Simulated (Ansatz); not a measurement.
InGaN2 (model structure, started from the LiGaO2 type, Pna2₁, No. 33, 16 atoms in the cell)

Computed with r²SCAN in Ansatz (PAW).

Settings: plane-wave cutoff 560 eV, 6×6×6 k mesh, Fermi–Dirac smearing 0.01 eV, scalar-relativistic PAW data made under PBE.

Cell (relaxed with PBEsol):

```
GaInN2
1.0
    5.79324     0.00000     0.00000
    0.00000     6.72844     0.00000
    0.00000     0.00000     5.44283
In Ga N
4 4 8
Cartesian
  3.41315   5.89516   5.46222
  2.38010   0.83328   2.74080
  5.27672   2.53094   2.74080
  0.51653   4.19750   5.46222
  3.34412   2.51837   0.02860
  2.44912   4.21007   2.75002
  5.34574   5.88259   2.75002
  0.44750   0.84585   0.02860
  0.37886   0.73344   1.97724
  5.41438   5.99500   4.69865
  2.51776   4.09766   4.69865
  3.27548   2.63078   1.97724
  2.32153   0.94826   4.90459
  3.47171   5.78018   2.18317
  0.57509   4.31248   2.18317
  5.21815   2.41596   4.90459
```

```
Item        Value
--------  -------
band gap  1.00 eV
```

Note: the relaxation could raise the start's symmetry but not lower it, so the cell can be a saddle point; cell and atoms aren't relaxed at this level (largest force component 0.04 eV/Å, pressure 0.7 GPa).

Spin–orbit coupling is not included.

Computed values are for the static lattice.

It cost roughly 6 core-minutes of CPU time.

A model structure was made by putting elements into a prototype or built by hand; it is no filed structure, need not be a known phase, and can be a saddle point held by its symmetry.

Ansatz is a quantum-chemistry and plane-wave program.
